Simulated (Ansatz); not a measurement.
The starting structures come from a database of crystals and need not be the phases stable at ambient conditions.

Crystal: LaPO4 (P6_222, not sure to be the ambient phase, 18 atoms a cell, 16.2 Å³ an atom); planes in its conventional cell.

These are PBEsol (plane waves, PAW; Ansatz, a first-principles code) values and carry that method's errors.

No gap correction and no spin-orbit coupling; mid-gap values are interpolated between computed energies.

```json
[
 {"plane": "(001)", "area of the cell (Å²)": "45.1", "mid-gap κ (1/Å)": "0.45", "largest κ in the gap (1/Å)": "0.45"},
 {"plane": "(101)", "area of the cell (Å²)": "64.9", "mid-gap κ (1/Å)": "(withheld)", "largest κ in the gap (1/Å)": "(withheld)"},
 {"plane": "(100)", "area of the cell (Å²)": "46.6", "mid-gap κ (1/Å)": "(withheld)", "largest κ in the gap (1/Å)": "(withheld)"}
]
```

Problem. The slowest decay depends on the direction. Supply the withheld values.

Solution. 
- (101), mid-gap κ (1/Å): 0.48
- (101), largest κ in the gap (1/Å): 0.49
- (100), mid-gap κ (1/Å): 0.46
- (100), largest κ in the gap (1/Å): 0.46
